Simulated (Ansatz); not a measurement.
Take NaF in the rock salt structure (space group Fm-3m, No. 225; a = 4.702 Å) as the base.

Level of theory: DFT with PBE, PAW potentials and a 420 eV plane-wave cutoff in Ansatz (a first-principles code), no spin-orbit coupling.

For the base:

The band gap is 6.09 eV. The pressure is -0.01 GPa and the width of the top valence band is 0.53 eV.

It is then changed as follows: every lattice vector is shortened by 4.87 %; the atoms relax in the strained cell.

Q: What does the calculation give for the band gap after the change?

A: The band gap grows by 0.846 eV to 6.93 eV.

Q: What does the calculation give for the pressure after the change?

A: The pressure goes up by 9.42 GPa to 9.41 GPa.

Q: Estimate the effect on the width of the top valence band.

A: The width of the top valence band rises by 0.14 eV, from 0.53 eV to 0.67 eV.

No phonon test of stability was made.
